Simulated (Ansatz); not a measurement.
This Ansatz (an electronic-structure program) input is the reference run, SiGe in the CsCl type structure (space group Pm-3m, No. 221; a hypothetical phase, not in the database extracts checked), computed with Ansatz, PBEsol, PAW, cutoff 420 eV, no spin-orbit coupling:

Ansatz 0.2 input:
```yaml
crystal:
  lattice:
    - [3.1997638203, 0, 0]
    - [0, 3.1997638203, 0]
    - [0, 0, 3.1997638203]
  atoms:
    - { symbol: Ge, position: [0, 0, 0] }
    - { symbol: Si, position: [0.5, 0.5, 0.5] }
basis: { ecutwfc: 420, ecutrho_ratio: 4, xc_grid: 2, fft_grid_basis: typed }
kpoints: { mp_grid: { grid: [15, 15, 15] } }
hamiltonian:
  xc: pbesol
  dispersion: none
  pseudopotentials: { kind: paw }
scf: { occupations: { method: fermi_dirac, width: 0.05 }, convergence: { dr2_threshold: 0.0000000002 } }
output: { forces: true, stress: true }
checkpoint: { write: state.ck, write_every: 1000 }
```

Problem. Write the input for this change: cell and atoms relaxed at a pressure of 0.3 GPa.

Solution. 
Ansatz 0.2 input:
```yaml
crystal:
  lattice:
    - [3.1997638203, 0, 0]
    - [0, 3.1997638203, 0]
    - [0, 0, 3.1997638203]
  atoms:
    - { symbol: Ge, position: [0, 0, 0] }
    - { symbol: Si, position: [0.5, 0.5, 0.5] }
basis: { ecutwfc: 420, ecutrho_ratio: 4, xc_grid: 2, fft_grid_basis: typed }
kpoints: { mp_grid: { grid: [15, 15, 15] } }
hamiltonian:
  xc: pbesol
  dispersion: none
  pseudopotentials: { kind: paw }
scf: { occupations: { method: fermi_dirac, width: 0.05 } }
relax: { f_tol: 0.01, max_steps: 60, cell: { stress_tol: 0.02, p_target: 0.3 } }
output: { forces: true, stress: true }
checkpoint: { write: state.ck, write_every: 1000 }
```
This is the input that was run.

Load acts through the strain it causes; cell and atoms are relaxed under it. Whether these cells are dynamically stable was not tested. All final runs are without spin polarisation.
